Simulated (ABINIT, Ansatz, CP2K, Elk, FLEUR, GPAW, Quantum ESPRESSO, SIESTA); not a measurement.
## Code comparison for Al3Sc (Pm-3m, 4 atoms in the cell)

Self-consistent single point, at a second geometry (lattice scaled by 0.98). First geometry:

```yaml
crystal:
  lattice:
    - [4.02579, 0.00000, 0.00000]
    - [0.00000, 4.02579, 0.00000]
    - [0.00000, 0.00000, 4.02579]
  atoms:
    - { symbol: Sc, position: [0.00000, 0.00000, 0.00000] }
    - { symbol: Al, position: [0.00000, 0.50000, 0.50000] }
    - { symbol: Al, position: [0.50000, 0.00000, 0.50000] }
    - { symbol: Al, position: [0.50000, 0.50000, 0.00000] }
```

Shared settings, as Ansatz (an electronic-structure program) writes them: kpoints.mp_grid.grid = 7 7 7; scf.occupations.method = fermi_dirac; scf.occupations.width = 0.01 Ry. Potentials and cutoffs stand in the table.

```csv
code,model,ΔF from the first geometry (meV/atom),pressure (GPa),cutoff
ABINIT,"PBE, norm-conserving pseudopotentials (PseudoDojo nc-sr-05 PBE standard)",54.8,13.01,39 Ha
Ansatz,"PBE, default PAW files",56.1,13.20,default
CP2K,"PBE, GPW, DZVP-MOLOPT-SR-GTH basis, GTH-PBE potentials (GTH_POTENTIALS)",53.5,12.73,grid 600 Ry
Quantum ESPRESSO,"PBE, PSlibrary PAW (PBE) pseudopotentials",56.5,12.91,55 Ry
Elk,"PBE, all-electron FP-LAPW, Elk's shipped species files, APW+lo basis with extra local orbitals",56.5,–,rgkmax 7.5
FLEUR,"PBE, all-electron FLAPW (FLEUR), scalar-relativistic valence",56.4,–,Kmax 4.1 1/bohr
GPAW,"PBE, GPAW PAW datasets PBE (gpaw-data 1.0.1)",56.6,13.41,800 eV
SIESTA,"GGA PBE, numerical atomic orbitals DZP, PseudoDojo PBE standard norm-conserving potentials (rewritten from UPF to PSML)",50.2,12.25,grid 300 Ry
```

For Quantum ESPRESSO (by 0.4 GPa) the energy change implies a higher mean pressure, against the two pressures, than for the other programs: a sign of finite-basis (Pulay) stress.

A dash marks a value that a program does not give, or that is left out as unsure.

The spread over the programs that give each value: ΔF from the first geometry within 6.4 meV/atom; pressure within 1.16 GPa.

CP2K and SIESTA use small atom-centred bases, whose incompleteness enters pressures, forces and empty levels differently from a plane-wave cutoff. Elk and FLEUR treat all electrons, but the usual bases taken here (sphere radii, linearisation, local orbitals, empty states) were not tested for convergence, so the values are no reference for the others. Ansatz's pressure is given at a fixed set of plane waves, as the other plane-wave codes print theirs; with its correction for the finite basis it is 13.27 GPa.

The starting cell has typed, rounded lattice constants, without a prior relaxation at this level. Its lattice was rescaled by a random factor within 2.5 % of one. For this run, on top of that: lattice scaled by 0.98.

Keys are those of Ansatz 0.2.
